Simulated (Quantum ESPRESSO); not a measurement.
Worked example: self-consistent single point of YMg₅ (Cm, 6 atoms in the cell) in Quantum ESPRESSO.

Level of theory: optB86b-vdW, SSSP 1.1.2 efficiency (PBE) pseudopotentials (plane waves; Quantum ESPRESSO).

```
CELL_PARAMETERS angstrom
      6.26068    -1.62157     0.00000
      6.26068     1.62157     0.00000
     -1.88251     0.00000     7.35866
ATOMIC_POSITIONS crystal
  Y  0.38744 0.38744 0.27335
  Mg 0.00411 0.00411 0.99788
  Mg 0.66427 0.66427 0.33482
  Mg 0.05901 0.05901 0.61713
  Mg 0.33343 0.33343 0.66996
  Mg 0.71840 0.71840 0.94018
```

Reference input (self-consistent single point, DFT, PBEsol, plane waves, SSSP 1.1.2 efficiency (PBE) pseudopotentials): ecutwfc = 40 Ry; ecutrho = 320 Ry; occupations = smearing; smearing = methfessel-paxton; degauss = 0.0036749 Ry; input_dft = pbesol; potentials = {Y: Y_pbe_v1.uspp.F.UPF, Mg: Mg.pbe-n-kjpaw_psl.0.3.0.UPF}; K_POINTS = automatic 6 6 3 0 0 0; conv_thr = 1e-11 Ry. This run's input differs from it in these lines:

```diff
@@ -17,3 +17,3 @@
  degauss = 0.0036749
- input_dft = 'pbesol'
+ input_dft = 'vdw-df-ob86'
 /
```

The program printed (abridged):

```
     Self-consistent Calculation

     iteration #  1     ecut=    40.00 Ry     beta= 0.70

     negative rho (up, down):  4.167E-02 0.000E+00

     total energy              =    -254.98715830 Ry
     estimated scf accuracy    <       0.49868778 Ry

     iteration #  2     ecut=    40.00 Ry     beta= 0.70

     negative rho (up, down):  4.188E-02 0.000E+00

     total energy              =    -254.97559851 Ry
     estimated scf accuracy    <       3.94903846 Ry

     iteration #  3     ecut=    40.00 Ry     beta= 0.70

     negative rho (up, down):  4.234E-02 0.000E+00

     total energy              =    -255.31991599 Ry
     estimated scf accuracy    <       0.21584620 Ry

   [... 13 blocks of this kind left out ...]

     iteration # 17     ecut=    40.00 Ry     beta= 0.70

     negative rho (up, down):  4.327E-02 0.000E+00

     total energy              =    -255.33903150 Ry
     estimated scf accuracy    <          1.0E-11 Ry

     iteration # 18     ecut=    40.00 Ry     beta= 0.70

     negative rho (up, down):  4.327E-02 0.000E+00
     End of self-consistent calculation

     the Fermi energy is     4.7115 ev

!    total energy              =    -255.33903150 Ry
     estimated scf accuracy    <          8.4E-13 Ry
     smearing contrib. (-TS)   =      -0.00004385 Ry
     internal energy E=F+TS    =    -255.33898764 Ry

     convergence has been achieved in  18 iterations

     negative rho (up, down):  4.327E-02 0.000E+00

     Forces acting on atoms (cartesian axes, Ry/au):

     atom    1 type  1   force =     0.00000511    0.00000000   -0.00072471
     atom    2 type  2   force =     0.00283429    0.00000000   -0.00200853
     atom    3 type  2   force =    -0.00119530    0.00000000    0.00054312
     atom    4 type  2   force =    -0.00009469    0.00000000    0.00001217
     atom    5 type  2   force =    -0.00015295    0.00000000    0.00328284
   [... lines left out ...]
     Total force =     0.005319     Total SCF correction =     0.000001
   [... lines left out ...]

     negative rho (up, down):  4.327E-02 0.000E+00
          total   stress  (Ry/bohr**3)                   (kbar)     P=       -3.73
  -0.00002712   0.00000000  -0.00000126           -3.99        0.00       -0.19
   0.00000000  -0.00000627  -0.00000000            0.00       -0.92       -0.00
  -0.00000126   0.00000000  -0.00004276           -0.19        0.00       -6.29

   JOB DONE.
```

The run converged in 18 iterations. Against the reference run the pressure goes from -0.99 to -0.37 GPa and the largest force goes from 0.084 to 0.089 eV/Å.

The starting cell comes from a database of computed structures (which also holds hypothetical and non-ambient phases and stackings), without a prior relaxation at this level.

Cost on one core of a shared machine: roughly 4 min.
